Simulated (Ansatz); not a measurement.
Base system: Ti in the hcp (Mg type) structure (space group P6_3/mmc, No. 194; a = 2.939 Å, c = 4.650 Å).

Structures relaxed with PBE (Ansatz, a quantum-chemistry and plane-wave program; PAW; 420 eV plane waves; scalar-relativistic without spin-orbit coupling), earlier PAW set.

Base:

Simulated powder pattern, Cu Kα, λ = 1.54184 Å (kinematic, ideal powder, no thermal factors, no anomalous dispersion; the 8 strongest lines at most, above 2 %, up to 2θ = 90°):

| 2θ (°) | I/Imax (%) | hkl |
|---|---|---|
| 35.26 | 25 | (100) |
| 38.73 | 25 | (002) |
| 40.40 | 100 | (101) |
| 53.37 | 14 | (102) |
| 63.29 | 15 | (110) |
| 71.23 | 15 | (103) |
| 76.73 | 16 | (112) |
| 77.82 | 12 | (201) |

Now apply this change: cell and atoms relaxed at a pressure of 100 GPa.

How do the reflections move or split?


Simulated powder pattern, Cu Kα, λ = 1.54184 Å (kinematic, ideal powder, no thermal factors, no anomalous dispersion; the 8 strongest lines at most, above 2 %, up to 2θ = 90°):

| 2θ (°) | I/Imax (%) | hkl |
|---|---|---|
| 42.31 | 33 | (002) |
| 42.60 | 24 | (100) |
| 47.86 | 100 | (101) |
| 61.60 | 14 | (102) |
| 77.98 | 13 | (110) |
| 81.37 | 18 | (103) |

The indices refer to the base's conventional cell; one index is shown for lines that coincide.

Load acts through the strain it causes; cell and atoms are relaxed under it. Stability against distortions was not tested. Competing high-pressure phases were not computed. All final runs are without spin polarisation.
